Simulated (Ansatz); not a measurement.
Surface energy of faces of germanium in PBE and in RPBE, in Ansatz (plane waves, PAW). Symmetric slabs relaxed with PBE from ideal cuts in 1x1 cells (the lowest computed cut and spin start of each face; real faces may reconstruct in larger cells); RPBE values are single points on them, with the bulk at the same level. No spin-orbit coupling, no U.

```tsv
face	PBE (J/m²)	RPBE (J/m²)
(100)	1.39	1.26
(110)	1.23	1.13
(111)	1.04	0.95
(210)	0.95	0.82
(211) (like top atoms buckled by 0.8 Å)	1.04	0.94
(221) (4 Ge–Ge bonds formed)	0.98	?
(310) (4 Ge–Ge bonds formed)	0.98	0.88
(311)	1.06	0.95
(320) (2 Ge–Ge bonds formed)	0.91	0.79
```

Question: Fit a straight line y = a·x + b by least squares to the 8 complete rows (x: PBE (J/m²); y: RPBE (J/m²)).

Answer: the means are x̄ = 1.0750 and ȳ = 0.9650; Σ(x − x̄)² = 0.17780 and Σ(x − x̄)(y − ȳ) = 0.17520, so a = 0.985 and b = ȳ − a·x̄ = -0.094. The largest residual is 0.022.

Question: What does the line predict for the withheld row, (221) (4 Ge–Ge bonds formed), and what did the calculation give?

Answer: the line gives 0.87; the calculation gave 0.87, a miss of 0.00, of the size of the fitted rows' scatter and rounding.

Ansatz is a quantum-chemistry and plane-wave program.
